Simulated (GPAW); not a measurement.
## Equation of state of zinc-blende ZnS (space group 216): energy against volume (GPAW, LDA)

```xyz
2
Lattice="0.0000 2.5998 2.5998 2.5998 0.0000 2.5998 2.5998 2.5998 0.0000" Properties=species:S:1:pos:R:3 pbc="T T T"
Zn     0.0000     0.0000     0.0000
S      3.8997     3.8997     3.8997
```

Computed with LDA (Perdew-Wang 92), GPAW PAW datasets LDA (gpaw-data 1.0.1) (plane waves; GPAW). Settings: mode = pw; ecut = 780 eV; xc = LDA; kpts = 11 11 11; mesh shift (steps) = 0 0 0; occupations.name = fermi-dirac; occupations.width = 0.01 eV; nbands = -8; convergence.bands = -6; symmetry.symmorphic = false; symmetry.tolerance = 0.0005; maxiter = 100. The cell above is the first row's. The rows scale it uniformly. In all rows fractional positions and the k mesh are held. E is the free energy at the stated smearing, counted from the lowest row.

| V (Å^3/atom) | E (meV/atom) |
|---|---|
| 17.572 | ? |
| 17.954 | 4.16 |
| 18.336 | 0.00 |
| 18.718 | 0.34 |
| 19.100 | 4.69 |
| 19.482 | 12.62 |
| 19.864 | 23.76 |
| 20.246 | 37.77 |
| 20.628 | 54.32 |

### Question
Using the third-order Birch-Murnaghan form, a cubic in V^(-2/3), estimate the missing E at V = 17.572 from the other rows, showing the fit.

### Answer
With u = V^(-2/3) - 0.139, the rows have u = 0.006845, 0.004813, 0.002849, 0.000952, -0.000884, -0.002660, -0.004381, -0.006048. Least squares gives E = 8.347 - 4361.06·u + 541402·u² + 926019·u³. Residuals (row less fit): 0.001, -0.002, 0.002, 0.003, -0.005, -0.001, 0.004, -0.001; standard error 0.004 (degrees of freedom: 4). Its minimum lies at u = 0.003987, so V0 = (0.142987)^(-3/2) = 18.50. There d²E/du² = 1105000 and d³E/du³ = 5556000, so B0 = (4/9) × 18.50^(-7/3) × 1105000 × 0.160218 = 87.0 GPa (the last factor turns the table's units into GPa), and B0' = 4 + (2/3) × 0.142987 × (5556000)/1105000 = 4.5. The program's pressures in the fitted runs (not shown) pass through zero at V = 18.49, 0.04 % from this V0. At the withheld row, u = 0.008951, so E = 8.347 - 4361.06 × 0.008951 + 541402 × 0.008951² + 926019 × 0.008951³ = 13.353 meV/atom. The calculation gives 13.35 meV/atom, which the fit meets to the printed digits. The row lies outside the fitted rows, so this is an extrapolation. From the scatter of the fitted rows alone, a prediction at this place has a standard error of 0.011 meV/atom, so the miss is 0.3 times that.

Carrying the step between the two nearest rows on in a straight line would have given 8.32, off by 5.03; series whose last step already gives the withheld value aren't shown. The scan was laid around a cell of about the measured size, scaled by a guess for this functional. The runs keep the symmetry of the cell, so they don't test it for distortions. Cutoffs and mesh are single choices, not tested for convergence of this quantity. Series with a scatter that would blur these digits, or in which a gap closes, are not shown. Nor are scans whose minimum lies at an end fitted in this form.
